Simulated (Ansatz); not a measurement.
Defect calculation: B on the Si site + O vacancy in alpha quartz

Level of theory: PBE, PAW (plane waves to 420 eV; Ansatz, a first-principles code). A 2×2×2 supercell of 72 sites was used; the energies come from a 2×2×2 Γ-centred sampling of its zone. Sites at the start: the Si site; O 1.63 Å away. Charged cells carry a point-charge image correction with potential alignment at far atoms. Dielectric constants: PBE linear response of the host. Host gap at this level: 5.68 eV. These values are not converged in cell size to better than tenths of an eV. The semilocal functional narrows the gap, so deep levels can fall outside it. Spin–orbit coupling is left out. Each state is the lowest found from its start.

Formation energies E_f are given with the Fermi level at the valence-band maximum. Chemical conditions: O-rich (Δμ(O) = 0.00 eV, Δμ(Si) = -8.33 eV, Δμ(B) = -5.92 eV, bounded by B2O3 (P3_121); only phases computed here count, gases as isolated molecules at 0 K). Reference phases: B: alpha boron, O: O2 molecule in a box, Si: silicon.

In at least one state atoms left their starting sites on relaxation (a large move, or an atom on the emptied site), so the name describes the start.

```json
[
 {"charge": "+1†", "moment (μB)": "not spin-polarised", "point group": "–", "largest move off a lattice site (Å)": "1.46", "image correction with alignment (eV)": "-0.18", "E_f, O-rich (eV)": "–"},
 {"charge": "0", "moment (μB)": "1.0", "point group": "C1", "largest move off a lattice site (Å)": "0.88", "image correction with alignment (eV)": "0.00", "E_f, O-rich (eV)": "4.64"}
]
```

† Not settled in this cell, so no level is given: charge +1: a large or scattered potential alignment.

Point groups are those of the whole cell at tolerances of 0.03 and 0.1 Å ("near" where only the looser one holds); none is given for unsettled states.

Flagged in the runs: a doubtful potential alignment, a host whose relaxation on this sampling wasn't shown to rest, a strain field that reaches the edge of the cell.

All states together cost roughly 2.2 core-hours.
